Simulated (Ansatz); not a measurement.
Start from Fe in the diamond structure (space group Fd-3m, No. 227; non-magnetic; a hypothetical phase, not in the database extracts checked).

Fe is modelled in the cubic space group Fd-3m, origin choice 1 (No. 227), the diamond structure, Pearson symbol cF8. Lattice parameters: a = b = c = 4.805 Å, α = β = γ = 90.00°. Fe on 8a is surrounded by 4 Fe at 2.081 Å (tetrahedral). (Neighbours: up to the widest gap in distance over summed covalent radii, below 1.35, at either atom.)
(The calculation used a cell of 2 atoms; values per cell refer to that cell.)

Calculations: PBEsol in Ansatz (plane waves to 420 eV, PAW, no spin-orbit coupling).

Before the change:

- Band gap = zero
- Shortest interatomic distance = 2.081 Å

Perturbation: a hydrostatic pressure of 5 GPa.

Question: How does this affect the band gap?

Answer: The band gap remains zero.

Question: How does this affect the shortest interatomic distance?

Answer: The shortest interatomic distance falls by 0.019 Å (2.081 Å → 2.062 Å).

Load acts through the strain it causes; cell and atoms are relaxed under it. Stability against distortions was not tested. Competing high-pressure phases were not computed. Seeded moments were not kept for the base. The final runs are not spin-polarised.

Ansatz is a first-principles code.
